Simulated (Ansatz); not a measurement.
Base system: Na in the bcc (W type) structure (space group Im-3m, No. 229).

```
CELL_PARAMETERS angstrom
     -2.08531     2.08531     2.08531
      2.08531    -2.08531     2.08531
      2.08531     2.08531    -2.08531
ATOMIC_POSITIONS crystal
  Na 0.00000 0.00000 0.00000
```

All numbers come from PBEsol/PAW in Ansatz (a quantum-chemistry and plane-wave program), no spin-orbit coupling.

Base values:

| Property | Result |
|---|---|
| Volume per atom | 36.27 Å³ |

Now apply this change: Ba takes the place of Na on all its sites; the structure is relaxed again.

What does the calculation give for the volume per atom after the change?

The volume per atom increases by 21.80 Å³ to 58.07 Å³.

Stability against distortions was not tested.
